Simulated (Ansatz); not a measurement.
## Hypothetical wurtzite InSb, pressure series

Consider InSb in the wurtzite structure (space group P6_3mc, No. 186; a = 4.597 Å, c = 7.565 Å; a hypothetical phase, not in the database extracts checked).

Cell and atoms are relaxed at each pressure.

All numbers come from PBEsol/PAW in Ansatz (a first-principles code), no spin-orbit coupling.

Notes on the quantities. enthalpy: H = E + PV relative to the base's energy.

```
variant                enthalpy  lattice parameter a   c/a ratio
----------------  -------------  -------------------  ----------
base                          –             459.7 pm       1.646
pressure −1 GPa   -0.22 eV/atom             463.6 pm       1.645
pressure 0.3 GPa  +0.06 eV/atom             458.6 pm       1.646
pressure 0.7 GPa  +0.15 eV/atom             457.2 pm       1.646
pressure 1.5 GPa  +0.32 eV/atom             454.6 pm       1.647
pressure 3 GPa    +0.63 eV/atom             450.3 pm       1.648
pressure 5 GPa    +1.03 eV/atom             445.2 pm       1.649
pressure 7.5 GPa  +1.51 eV/atom           (withheld)  (withheld)
pressure 10 GPa   +1.98 eV/atom             435.0 pm       1.654
```

Problem. Complete the table.

Solution. 
- pressure 7.5 GPa, lattice parameter a: 439.9 pm
- pressure 7.5 GPa, c/a ratio: 1.651

Load acts through the strain it causes; cell and atoms are relaxed under it. Stability against distortions was not tested. No other phases were tried under pressure. All final runs are without spin polarisation.
